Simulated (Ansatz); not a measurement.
HgSe, pressure series

The reference is HgSe in the zinc blende structure (space group F-43m, No. 216; a = 6.2600 Å).

Cell and atoms are relaxed at each pressure.

Computed with Ansatz (a quantum-chemistry and plane-wave program), PBE, PAW, cutoff 420 eV, no SOC.

Notes on the quantities. enthalpy: H = E + PV relative to the base's energy.

```json
[
 {"variant": "base", "density": "7.57 g/cm³", "enthalpy": "–"},
 {"variant": "pressure −2 GPa", "density": "7.17 g/cm³", "enthalpy": "-0.39 eV/atom"},
 {"variant": "pressure −1 GPa", "density": "7.38 g/cm³", "enthalpy": "-0.19 eV/atom"},
 {"variant": "pressure 0.9 GPa", "density": "7.72 g/cm³", "enthalpy": "+0.17 eV/atom"},
 {"variant": "pressure 2.1 GPa", "density": "7.91 g/cm³", "enthalpy": "+0.39 eV/atom"},
 {"variant": "pressure 4.5 GPa", "density": "8.24 g/cm³", "enthalpy": "+0.82 eV/atom"},
 {"variant": "pressure 9 GPa", "density": "8.76 g/cm³", "enthalpy": "+1.59 eV/atom"},
 {"variant": "pressure 15 GPa", "density": "9.33 g/cm³", "enthalpy": "+2.55 eV/atom"},
 {"variant": "pressure 22.5 GPa", "density": "9.91 g/cm³", "enthalpy": "+3.68 eV/atom"},
 {"variant": "pressure 30 GPa", "density": "10.40 g/cm³", "enthalpy": "+4.75 eV/atom"}
]
```

Load acts through the strain it causes; cell and atoms are relaxed under it. Stability against distortions was not tested. Tetrahedral semiconductors of this kind turn to denser phases somewhere between about 1 and 50 GPa; those were not computed, so compressed cells here can lie past the real transition. The final runs are not spin-polarised.
